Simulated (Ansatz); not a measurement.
We consider SiTe2 (model structure, from the CdCl2 type, R-3m, No. 166), described by HSE06 in Ansatz (PAW).

Input file:

Ansatz 0.2 input:
```yaml
crystal:
  lattice:
    - [1.9069430049, 1.1009740572, 6.092193153]
    - [-1.9069430049, 1.1009740572, 6.092193153]
    - [0.0, -2.2019481144, 6.092193153]
  atoms:
    - { symbol: Si, position: [0.0, 0.0, 0.0] }
    - { symbol: Te, position: [0.2457889715, 0.2457889715, 0.2457889715] }
    - { symbol: Te, position: [0.7542110285, 0.7542110285, 0.7542110285] }
basis:
  ecutwfc: 460
  ecutrho_ratio: 4
  xc_grid: 2
kpoints:
  mp_grid: { grid: [8, 8, 8] }
hamiltonian:
  xc: hse06
  dispersion: none
  pseudopotentials: { kind: paw }
scf:
  occupations: { method: fermi_dirac, width: 0.05 }
  convergence: { dr2_threshold: 0.0000000003 }
output:
  forces: true
  stress: true
  eigenvalues: true
```

**Question.** How many irreducible k-points, plane waves at Γ does the program set up, and what pressure does the run end with?

**Answer.** 65 irreducible k-points, 1737 plane waves at Γ; P = 0.50 GPa, so the cell is compressed and would expand at this level.

From the output:

```
WARN output.stress: scf.exx.energy_threshold = 1e-6 eV is looser than the 3e-8 eV advised for a stress under a hybrid functional (1e-8 eV for each atom of the …
Crystal: 3 atoms, lattice volume = 76.743 Å³
Basis set: ecut = 460 eV, 1737 PW (Γ), FFT grids on a1−a3, a2−a3, a3, exchange–correlation on 54×54×96 points (8 copies of the dense FFT grid, shifted against one another)
Bands: 22, of which v1, the nominal top of the filled ones, is band 18 counted from 1 (17 counted from 0)
Symmetry: 12 space group operations
Space group: R-3m (ITA 166), of the structure as read, at distance tolerance 4.2e-5 Å
k-points: 65 of 512
SCF iter   1: F=—  HF=-14595.467278 eV  |F-HF|=—  |Δ(HF+E_count)|=         —  Δρ=1.82e-3  dr2=2.78e-3
SCF iter   2: F=—  HF=-14595.468264 eV  |F-HF|=—  |Δ(HF+E_count)|=   9.86e-4  Δρ=1.15e-3  dr2=1.27e-3
  ...
SCF 1 converged in 9 iterations: F = -14595.468449 eV  dr2 = 5.48e-11
Crystal: 3 atoms, lattice volume = 76.743 Å³
Initial density: handed on by an earlier stage of this run
Crystal: 3 atoms, lattice volume = 76.743 Å³
SCF iter   6: F=—  HF=-14604.680200 eV  |F-HF|=—  |Δ(HF+E_count)|=   6.65e-9  Δρ=5.79e-7  dr2=4.02e-10
SCF iter   7: F=-14604.680200 eV  HF=-14604.680200 eV  |F-HF|=3.64e-12  |Δ(HF+E_count)|=  1.20e-10  Δρ=1.26e-7  dr2=6.09e-11
SCF 3 converged in 7 iterations: F = -14604.680200 eV  dr2 = 6.09e-11
Free energy (F): -14604.680200 eV
Internal energy: -14604.666352 eV  (E = F + TS)
E sigma→0 (E₀):  -14604.673276 eV
Fermi energy:    9.638234 eV
--- Forces (eV/Å), atoms counted from 1 ---
  atom   1  Si     0.00000000     0.00000000     0.00000000
  atom   2  Te    -0.00000000    -0.00000000     0.39420139
  atom   3  Te     0.00000000     0.00000000    -0.39420139
--- Stress (GPa, compression-positive) ---
        0.527869       0.000000       0.000000
        0.000000       0.527869       0.000000
       -0.000000       0.000000       0.436599
  P = ⅓ Tr σ = 0.4974 GPa (4.974 kbar)
```

The PAW data were made under PBE.

Note: PBE has no gap here, and a hybrid on a coarse mesh can open a false one. Note: the cell keeps the symmetry of its start, so it can be a saddle point. Note: cell and atoms aren't relaxed at this level (largest force 0.39 eV/Å, pressure 0.5 GPa).

The result took very roughly 9 core-minutes.

A model structure was made by putting elements into a prototype or built by hand; it is no filed structure, need not be a known phase, and can be a saddle point held by its symmetry.

Ansatz is a program for electronic structure.
